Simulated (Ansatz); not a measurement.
Cost and result by functional for the surface energy of the (0001) surface of hcp Zn in its 1x1 cell, outermost plane spacing 2.54 Å in the ideal cut, in Ansatz (plane waves, PAW). Single points on the PBE structure, on one kind of machine; costs are rough ratios of the slab run's core time (references not counted) to the cheapest single point. r2SCAN's cost holds its higher cutoff (500 against 420 eV). Differences are taken against r2SCAN for comparison alone: no measured value is at hand, so the table doesn't rank accuracy.

Slab: 5 atoms, 10.2 Å thick at the start (thin: gaps and levels are the slab's own); k 16x16x1, smearing 0.1 eV, dipole-corrected; all atoms relaxed; held to the start's symmetry, so lower structures may exist; no spin, no spin-orbit, no U. These notes are the PBE run's.

```tsv
functional	relative cost	surface energy (J/m²)	less r2SCAN (J/m²)
LDA	1	0.42	0.10
PBEsol	1	0.40	0.07
RPBE	1	0.22	-0.10
r2SCAN	2	0.32	0.00
PBE (the relaxed run's value)	–	0.30	-0.02
```

The values span 0.20 J/m², while the single points' costs differ by a factor of roughly 2. Differences are of unrounded values.

Ansatz is a program for electronic structure.
